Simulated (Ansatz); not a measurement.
## Response to strain in HfS2

The reference is HfS2 in the CdI2 type structure (space group P-3m1, No. 164; layered, stacked along the Cartesian z axis).

```yaml
crystal:
  lattice:
    - [3.60570, 0.00000, 0.00000]
    - [-1.80285, 3.12262, 0.00000]
    - [0.00000, 0.00000, 5.76762]
  atoms:
    - { symbol: Hf, position: [0.00000, 0.00000, 0.00000] }
    - { symbol: S, position: [0.33333, 0.66667, 0.25252] }
    - { symbol: S, position: [0.66667, 0.33333, 0.74748] }
```

Strains are applied to the cell and any free atomic positions relax.

Method: PBE-D3(BJ)/PAW in Ansatz (a quantum-chemistry and plane-wave program), no SOC.

Notes on the quantities. energy relative to the base: free energy F.

```json
[
 {"isotropic strain (%)": "-3", "energy relative to the base (meV/atom)": "27.9"},
 {"isotropic strain (%)": "-2.5", "energy relative to the base (meV/atom)": "19.1"},
 {"isotropic strain (%)": "-2", "energy relative to the base (meV/atom)": "12.0"},
 {"isotropic strain (%)": "-1.5", "energy relative to the base (meV/atom)": "6.6"},
 {"isotropic strain (%)": "-1", "energy relative to the base (meV/atom)": "2.9"},
 {"isotropic strain (%)": "0", "energy relative to the base (meV/atom)": "0.0"},
 {"isotropic strain (%)": "1.5", "energy relative to the base (meV/atom)": "?"},
 {"isotropic strain (%)": "2", "energy relative to the base (meV/atom)": "10.5"},
 {"isotropic strain (%)": "2.5", "energy relative to the base (meV/atom)": "16.2"}
]
```

Q: Fit ΔE = Aε² + Bε³ (ε in %) to the rows shown and predict the withheld row.

A: Least squares on the printed values gives A = 2.82 and B = -0.093 meV/atom (largest residual 0.1 meV/atom); this predicts 6.0 meV/atom, and the run gives 6.0 meV/atom, in agreement.

No phonon test of stability was made.
